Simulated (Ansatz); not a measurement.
Take Bi2Se3 in the Bi2Te3 type structure (space group R-3m, No. 166) as the base.

```yaml
crystal:
  lattice:
    - [2.07239, 1.19650, 9.75607]
    - [-2.07239, 1.19650, 9.75607]
    - [0.00000, -2.39299, 9.75607]
  atoms:
    - { symbol: Bi, position: [0.39938, 0.39938, 0.39938] }
    - { symbol: Bi, position: [0.60062, 0.60062, 0.60062] }
    - { symbol: Se, position: [0.00000, 0.00000, 0.00000] }
    - { symbol: Se, position: [0.21422, 0.21422, 0.21422] }
    - { symbol: Se, position: [0.78578, 0.78578, 0.78578] }
```

Cartesian axes are those of the cell as printed.

Computed with Ansatz (a quantum-chemistry and plane-wave program), r2SCAN+rVV10, PAW, cutoff 500 eV, no SOC, earlier PAW set.

Strains are applied to the cell and any free atomic positions relax; under biaxial strain the out-of-plane vector relaxes too.

One change was made to it. Results:

The valence-band top at Γ (three highest levels, from the VBM) goes from 0.00, -1.23, -1.23 eV to 0.00, -1.06, -1.06 eV; the pressure (mean of the normal stresses, compression positive) goes from zero to -1.47 GPa.

Question: What was done to the base?
A) biaxial strain −1.95 %, plane normal [001], relaxed out of plane
B) isotropic strain +1.55 %
C) uniaxial strain ε_yy = +0.66 %

Answer: B, isotropic strain +1.55 %. For comparison, the valence-band top at Γ in the other runs: biaxial strain −1.95 %, plane normal [001], relaxed out of plane gives 0.00, -1.23, -1.23 eV; uniaxial strain ε_yy = +0.66 % gives 0.00, -1.19, -1.23 eV.

With Bi present, leaving out spin-orbit coupling can change the band edges. The levels and masses belong to the bands next to the band gap. Whether these cells are dynamically stable was not tested.
